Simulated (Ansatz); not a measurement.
Start from MgB2 (space group P6/mmm, No. 191; a = 3.069 Å, c = 3.512 Å; relaxed with 0.1 eV smearing). Axes: x lies along a and z along c of the hexagonal cell.

The values are results of r2SCAN/PAW in Ansatz (a program for electronic structure), without spin-orbit coupling, not measurements.

Perturbation: uniaxial strain ε_xx = −1.09 %, all other strain components held at zero; the atoms relax in the strained cell.

### Question
What does the calculation give for the stress after the change?

### Answer
The stress (xx, yy, zz, yz, xz, xy; compression positive) is (5.0, 0.6, 0.4, 0.0, 0.0, 0.0) GPa.

Whether these cells are dynamically stable was not tested. All final runs are without spin polarisation.
